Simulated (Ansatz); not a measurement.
Start from InP (space group P4_2/mnm, No. 136; a hypothetical phase, not in the database extracts checked).

```
CELL_PARAMETERS angstrom
      7.17503     0.00000     0.00000
      0.00000     7.17503     0.00000
      0.00000     0.00000     4.16265
ATOMIC_POSITIONS crystal
  In 0.32180 0.67820 0.00000
  In 0.67820 0.32180 0.00000
  In 0.82180 0.82180 0.50000
  In 0.17820 0.17820 0.50000
  P  0.31931 0.31931 0.00000
  P  0.68069 0.68069 0.00000
  P  0.18069 0.81931 0.50000
  P  0.81931 0.18069 0.50000
```

The values are results of PBEsol (Ansatz, a program for electronic structure), no spin-orbit coupling, not measurements.

Base values:

```
Property                            Value
----------------------------  -----------
Gap between the host's bands      0.71 eV
Gap character                 direct at Γ
```

The change: hole doping at 5.0×10^21 cm⁻³ (1.07 per cell), with a uniform compensating background at fixed cell and a 300 K Fermi–Dirac width.

Problem. Predict the new gap between the host's bands.

Solution. The gap between the host's bands rises by 0.092 eV, from 0.71 eV to 0.81 eV.

Problem. Predict the new Fermi level from band edge.

Solution. The Fermi level relative to the doped band's edge (positive inside the band; to 0.05 eV) amounts to +0.60 eV.

Problem. How does this affect the gap character?

Solution. The gap character stays direct at Γ.

Carriers are added with a uniform compensating background; total energy and stress of such cells depend on the potential's zero and are not compared; many-body gap narrowing is missing at this level. Stability against distortions was not tested.
